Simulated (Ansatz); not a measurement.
Abridged Ansatz (a first-principles code) output:

```
Relaxation: its limit of steps is 50 (relax.max_steps)
Pseudopotential: Lu, paw, valence charge 25
Crystal: 2 atoms, lattice volume = 59.822 Å³
Basis set: ecut = 420 eV, 1165 PW (Γ), exchange–correlation on 48×48×80 points (8 copies of the dense FFT grid, shifted against one another)
Bands: 31, of which v1, the nominal top of the filled ones, is band 25 counted from 1 (24 counted from 0)
Symmetry: 24 space group operations
k-points: 240 of 3971
Functional: x = pbe(κ = 0.804, μ = 0.2195149727645171), c = pbe(β = 0.06672455060314922)
SCF iter   1: F=—  HF=-29464.903435 eV  |F-HF|=—  |Δ(HF+E_count)|=         —  Δρ=1.77e-3  dr2=1.21e-3  ethr=1.77e-3  ⟨swp⟩=5.2  Hψ=31553  notcnv=0
SCF iter   2: F=—  HF=-29464.898241 eV  |F-HF|=—  |Δ(HF+E_count)|=   5.19e-3  Δρ=1.87e-3  dr2=1.57e-3  ethr=2.41e-6  ⟨swp⟩=3.5  Hψ=22399  notcnv=0
SCF 1 converged in 9 iterations: F = -29464.896354 eV  dr2 = 3.77e-11
relax step   1: F+E_penalty+E_count = -29464.89635410 eV  Δ(F+E_penalty+E_count) = +0.000e0 eV  max|allowed force component| = 1.850e-17 eV/Å  Δτ_max = 0.0000 Å  (9 SCF iters, accepted)
SCF converged after 9 iterations
Free energy (F): -29464.896354 eV
Internal energy: -29464.782558 eV  (E = F + TS)
E sigma→0 (E₀):  -29464.839456 eV
Entropy (-TS):   -0.113796 eV (-56.898 meV/atom)
Fermi energy:    13.312735 eV
--- Forces (eV/Å), atoms counted from 1 ---
  atom   1  Lu    -0.00000000    -0.00000000     0.00000000
  atom   2  Lu     0.00000000     0.00000000     0.00000000
--- Stress (GPa, compression-positive) ---
       -0.507502      -0.000000       0.000000
       -0.000000      -0.507502       0.000000
        0.000000       0.000000      -2.077797
  P = ⅓ Tr σ = -1.0309 GPa (-10.309 kbar)
--- Relaxed structure (1 steps of the walk, 1 accepted, 0 SCFs on fresh bases) ---
  atoms:
    - { symbol: Lu, position: [0.6666666666666666, 0.3333333333333333, 0.7499999999999999] }
    - { symbol: Lu, position: [0.3333333333333333, 0.6666666666666666, 0.25] }
```

What was computed, and what are the main results?

Lu, 2 atoms in the cell, with DFT with PBE, PAW potentials and a 420 eV plane-wave cutoff in Ansatz, no spin-orbit coupling. The last SCF converged to F = -29464.896354 eV, or -14732.4482 eV per atom, at a pressure of -1.03 GPa. The total energy compares only with runs of the same code, potentials and settings.

The cells carry an imposed strain or load. Whether these cells are dynamically stable was not tested. The cell was made from Lu in the hcp (Mg type) structure (space group P6_3/mmc, No. 194) by this change: uniaxial strain ε_zz = +2.50 %.

Keys are those of Ansatz 0.2.
